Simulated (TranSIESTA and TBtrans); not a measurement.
System: Al chain with one Ga atom in place of Al. Leads: straight Al chain, spacing 2.597 Å. Geometry: 3 atoms about the centre moved by SIESTA (PBE, DZP) to a largest force of 0.01 eV/Å, all others as built, motion along the axis alone. Transport runs along z; the first 6 and the last 6 of the 19 atoms are the lead cells, repeated to infinity.

```xyz
19
Lattice="9.000 0.000 0.000 0.000 9.000 0.000 0.000 0.000 49.296" Properties=species:S:1:pos:R:3 pbc="F F T"
Al     4.500     4.500     0.000
Al     4.500     4.500     2.597
Al     4.500     4.500     5.194
Al     4.500     4.500     7.791
Al     4.500     4.500    10.388
Al     4.500     4.500    12.985
Al     4.500     4.500    15.582
Al     4.500     4.500    18.179
Al     4.500     4.500    20.811
Ga     4.500     4.500    23.350
Al     4.500     4.500    25.889
Al     4.500     4.500    28.520
Al     4.500     4.500    31.117
Al     4.500     4.500    33.714
Al     4.500     4.500    36.311
Al     4.500     4.500    38.908
Al     4.500     4.500    41.505
Al     4.500     4.500    44.102
Al     4.500     4.500    46.699
```

Run with TranSIESTA and TBtrans (open boundaries, self-consistent; PseudoDojo norm-conserving potentials, scalar-relativistic): PAO.BasisSize DZP, PAO.EnergyShift 0.15 eV, XC.Authors PBE, Mesh.Cutoff 200 Ry, ElectronicTemperature 300 K, TS.Voltage 0.0 eV, TBT.Elecs.Eta 0.001 eV, no spin polarisation.

Energies count from the leads' Fermi level. Transmissions are for one spin of a degenerate pair. The energy step is 0.01 eV; narrower resonances are cut or missed.

```
E (eV)     T
------  ----
-0.20   2.68
-0.15   2.84
-0.10   2.89
-0.05   2.91
0.00    2.93
0.05    2.93
0.10    2.94
0.15    2.94
0.20    2.94
```

Problem. Give the zero-bias conductance in μS and the resistance at 300 K.

Solution. At the Fermi level T = 2.93. Averaged with −∂f/∂E over the full grid (kT = 25.9 meV) it is 2.92. With G0 = 2e²/h = 77.48 μS, G = 226 μS and R = 1/G = 4.42 kΩ.

Problem. The eigenchannels at the Fermi level transmit 0.993, 0.993, 0.941. What Fano factor of the shot noise follows at low temperature and bias?

Solution. F = Σ τ(1 − τ)/Σ τ = 0.0694/2.93 = 0.02.

The straight chain is held at its spacing; free chains may zigzag or dimerise. No spin-polarised start was tried, so a magnetic state, if there is one, is missed.
